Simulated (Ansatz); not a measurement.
Cost and result by functional for the adsorption energy of NH3 on the 1x1 (10-10) surface of wurtzite ZnO (cut with top plane O + Zn), one in a 2x1 cell, started at the site 'bridge Zn-Zn (span 3.3 Å) #2', in Ansatz (plane waves, PAW). Single points on the PBE structure, on one kind of machine; costs are rough ratios of the slab run's core time (references not counted) to the cheapest single point. r2SCAN's cost holds its higher cutoff (500 against 420 eV). Differences are taken against HSE06 for comparison alone: no measured value is at hand, so the table doesn't rank accuracy. HSE06 ran on a coarser k-mesh, which lowers its cost and may carry part of its shift.

Host crystal: wurtzite ZnO, with a band gap (PBE, scalar-relativistic without spin-orbit coupling).

Slab: 36 atoms, 9.4 Å thick at the start under the adsorbate (thin: gaps and levels are the slab's own); k 3x4x1, smearing 0.01 eV, dipole-corrected; 16 atoms held, the rest relaxed; no symmetry held; no spin, no spin-orbit, no U, no dispersion correction. At the end it is bonded to Zn. In PBE it is, or lies within 0.03 eV of, the lowest of the starts that converged. These notes are the PBE run's. Adsorption energies are against NH3(g). A negative adsorption energy means that the adsorbate is more stable on the surface than in its reference.

| functional | relative cost | adsorption energy (eV) | less HSE06 (eV) |
|---|---|---|---|
| RPBE | 1 | -0.79 | 0.26 |
| r2SCAN | 2 | -1.17 | -0.12 |
| HSE06 | 30 | -1.05 | 0.00 |
| PBE (the relaxed run's value) | – | -1.03 | 0.02 |

The values span 0.39 eV, while the single points' costs differ by a factor of roughly 30. Differences are of unrounded values.

Ansatz is a first-principles code.
